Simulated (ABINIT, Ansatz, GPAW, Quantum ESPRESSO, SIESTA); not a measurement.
## Code comparison for Cr (Im-3m, 1 atom in the cell)

Self-consistent single point.

```yaml
crystal:
  lattice:
    - [-1.45440, 1.45440, 1.45440]
    - [1.45440, -1.45440, 1.45440]
    - [1.45440, 1.45440, -1.45440]
  atoms:
    - { symbol: Cr, position: [0.00000, 0.00000, 0.00000], spin: 3.0 }
```
(The spins are starting values, not results.)

All programs got the same cell, k-point mesh and kind of occupations, and the same starting moments (in Ansatz's words: kpoints.mp_grid.grid = 16 16 16; magnetization.spin_polarized = true; scf.occupations.method = gaussian; scf.occupations.width = 0.2 eV); potentials, basis and cutoffs are each program's usual ones.

```csv
code,model,pressure (GPa),k-points,cutoff
SIESTA,"GGA PBE, numerical atomic orbitals DZP, PseudoDojo PBE standard norm-conserving potentials (rewritten from UPF to PSML)",-17.36,2192,grid 300 Ry
Quantum ESPRESSO,"PBE, GBRV 1.5 ultrasoft (PBE) pseudopotentials",-14.40,145,50 Ry
GPAW,"PBE, GPAW PAW datasets PBE (gpaw-data 1.0.1)",-14.92,145,850 eV
ABINIT,"PBE, PAW (JTH v2.0 PBE PAW)",-14.88,145,30 Ha
Ansatz,"PBE, default PAW files",-14.33,145,default
```

The spread over the programs that give each value: pressure within 3.03 GPa.

The starting cell was generated: these elements placed on a structure prototype, without a prior relaxation; it need not be a known phase or ordering of this composition. Its lattice was rescaled by a random factor within 2.5 % of one. On Ansatz's run: The starting moments vanished: the run ended non-magnetic, which need not be the lowest state. The program warned that a starting moment was not kept. In the base run, with a pressure of about -14 GPa the cell is away from its equilibrium volume at this level.

**Question.** Why do the programs differ, and what cannot be compared?

**Answer.** Differences of this kind can come from the potentials, where these differ, and from what each basis and cutoff leave unconverged. The valence holds different numbers of electrons (SIESTA 14, Quantum ESPRESSO 14, GPAW 6, ABINIT 14, Ansatz (a first-principles code) 14). The zero of total energies and Fermi levels follows the potentials and each program's conventions, so they are not compared here. SIESTA uses small atom-centred bases, whose incompleteness enters pressures, forces and empty levels differently from a plane-wave cutoff. Ansatz's pressure is given at a fixed set of plane waves, as the other plane-wave codes print theirs; with its correction for the finite basis it is -14.25 GPa. The programs reduce the same mesh by symmetry to different extents, which changes the work and not the result. In the pressure, SIESTA (by 2.72) lies more than 1 GPa from the median of the plane-wave programs.

Left out of this page: Elk and FLEUR (not drawn, or without a comparable value).

Keys are those of Ansatz 0.2.
